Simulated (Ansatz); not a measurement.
The starting structures come from a database of crystals and need not be the phases stable at ambient conditions.

 Where the default PAW files enter, the runs use the earlier of Ansatz's two default sets.

Here is the system:

```yaml
crystal:
  lattice:
    - [4.20360, 0.00000, 0.00000]
    - [0.00000, 4.20360, 0.00000]
    - [2.10180, -2.10180, 2.97240]
  atoms:
    - { symbol: Mg, position: [0.00000, 0.00000, 0.00000] }
    - { symbol: Te, position: [0.50000, 0.50000, 0.00000] }
```

Space group of this cell: Fm-3m, rock salt. The cell is taken as given; by PBEsol its mean pressure is -1.0 GPa.

The current runs along the normal of the first two printed vectors, the (001) plane. All runs by Ansatz (an electronic-structure program), plane waves and PAW, without spin-orbit coupling; the base is PBEsol.

| run | mean pressure (GPa) | gap (eV) | mid-gap κ (1/Å) |
|---|---|---|---|
| base | -1.0 | 0.44 | 0.083 |
| all lengths scaled by 0.98 | 2.2 | 0.47 | 0.089 |
| all lengths scaled by 1.02 | -3.3 | 0.41 | 0.075 |
| lda in place of pbesol | -2.4 | 0.36 | 0.073 |
| lengths across the current scaled by 0.98, ions clamped | 1.1 | [?] | [?] |
| lengths across the current scaled by 1.02, ions clamped | -2.6 | [?] | 0.089 |
| lengths along the current scaled by 0.97, ions clamped | 0.6 | [?] | [?] |
| lengths along the current scaled by 1.03, ions clamped | -2.1 | 0.28 | 0.062 |

### Question
Some entries are withheld; supply them.

### Answer

- lengths across the current scaled by 0.98, ions clamped, gap (eV): 0.35
- lengths across the current scaled by 0.98, ions clamped, mid-gap κ (1/Å): 0.076
- lengths across the current scaled by 1.02, ions clamped, gap (eV): 0.32
- lengths along the current scaled by 0.97, ions clamped, gap (eV): 0.29
- lengths along the current scaled by 0.97, ions clamped, mid-gap κ (1/Å): 0.105
